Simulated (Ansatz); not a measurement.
# A computed series for hypothetical zinc blende VSb: pressure series

Start from VSb in the zinc blende structure (space group F-43m, No. 216; a = 6.179 Å; ferromagnetic; a hypothetical phase, not in the database extracts checked).

Cell and atoms are relaxed at each pressure.

Levels (all Ansatz, a first-principles code, PAW): PBE (420 eV, no spin-orbit coupling); r2SCAN (500 eV, no spin-orbit coupling).

The base cell above is that of PBE; each level relaxes its own structures.

```tsv
case	lattice parameter a, PBE	lattice parameter a, r2SCAN
pressure −2 GPa	6.268 Å	…
pressure −1 GPa	6.221 Å	6.255 Å
pressure 1.8 GPa	6.112 Å	…
pressure 4.2 GPa	6.036 Å	6.054 Å
pressure 9 GPa	5.914 Å	…
pressure 18 GPa	5.745 Å	5.755 Å
pressure 30 GPa	5.577 Å	5.591 Å
```

**Question.** Some entries are withheld; estimate them.

**Answer.** 
- pressure −2 GPa, lattice parameter a, r2SCAN: 6.304 Å
- pressure 1.8 GPa, lattice parameter a, r2SCAN: 6.136 Å
- pressure 9 GPa, lattice parameter a, r2SCAN: 5.927 Å

PBE lies below r2SCAN in every row, by 0.010 Å to 0.036 Å. They put the cases in the same order.

The magnetic state is the one reached from the starting moments; the real material's order can differ, and small cells can't hold many antiferromagnetic ones. Load acts through the strain it causes; cell and atoms are relaxed under it. No phonon test of stability was made. No other phases were tried under pressure.
